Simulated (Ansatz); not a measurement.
For BaTaO3 (model structure, within 0.1 Å of Pm-3m, No. 221, 5 atoms in the cell), PBEsol in Ansatz (PAW) gives:

```
Property                Value
---------------  ------------
bulk modulus B0       196 GPa
cohesive energy  7.24 eV/atom
```

Q: What does r²SCAN (plane waves, PAW; Ansatz, an electronic-structure program) give for the same quantities?

A: 
- bulk modulus: 195 GPa (hardly moves)
- cohesive energy: 6.85 eV/atom (drops by 0.39 eV/atom)

Changes are worked out from the printed values.

Unless a cell is named, each level is at its own relaxed cell (PBEsol 13.48, r²SCAN 13.70 Å³/atom).

Levels without +SOC leave out spin–orbit coupling, which shifts energies and cells of such heavy elements.

Caveats: the bulk modulus is −V dP/dV from two relaxed cells at ±2 % in volume (PBEsol, r²SCAN). Ansatz's density-functional and Hartree–Fock values are scalar-relativistic unless marked +SOC, with PAW data made under PBE.

A model structure was made by putting elements into a prototype or built by hand; it is no filed structure, need not be a known phase, and can be a saddle point held by its symmetry.
